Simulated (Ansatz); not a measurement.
Amorphous Si36O75H6, 117 atoms at 2.11 g/cm³, one PBE-relaxed geometry, zone centre. Methods: PBE, scalar-relativistic without spin-orbit coupling (Ansatz, a program for electronic structure); r2SCAN, scalar-relativistic without spin-orbit coupling (Ansatz); HSE06, scalar-relativistic without spin-orbit coupling (Ansatz). Plane waves to 420 eV (r2SCAN 500 eV); exact exchange is cut at the cell's faces. At PBE the levels at the filled edge of the gap are localised (band-tail or defect states), and the nearest spread-out levels lie 5.5 eV apart at the zone centre. All rungs ran without spin polarisation.

It comes from a melt-quench run on a machine-learned potential (CHGNet), relaxed afterwards by DFT. O atoms were pushed apart under 1.9 Å during the dynamics, to hinder bonds among them. The hot cell started wider than the set density and was brought back towards it in steps. It is the lowest in DFT energy of 4 quenches. It is a model cell: composition and starting density were chosen by hand, and all elements were melted together. No dispersion term was used. Its density started from a set value of 2.12 and ended at 2.11 g/cm³. The quench (nominally 180 K/ps over its main leg) was far faster than any real one, so the model tends to hold more defects than a real film. One small periodic cell is one sample of the glass; other quenches scatter about these values. The volume was held where the preparation left it and the shape relaxed, at a PBE pressure of -0.1 GPa (tension).

The relaxation ran on the zone centre alone. At PBE the level gap is 5.04 eV on a 2×2×2 Γ-centred mesh, and the spacing at the zone centre alone 5.04 eV.

Question: What zone-centre spacing does r2SCAN give, roughly?

Answer: 5.73 eV (+0.69 eV against PBE).

Question: What zone-centre spacing does HSE06 give, roughly?

Answer: 6.88 eV (+1.84 eV against PBE).

The highest filled and the lowest empty state spread over these numbers of atoms (participation numbers): PBE: 6.0 and 103.8; r2SCAN: 5.9 and 103.1; HSE06: 6.2 and 101.6.
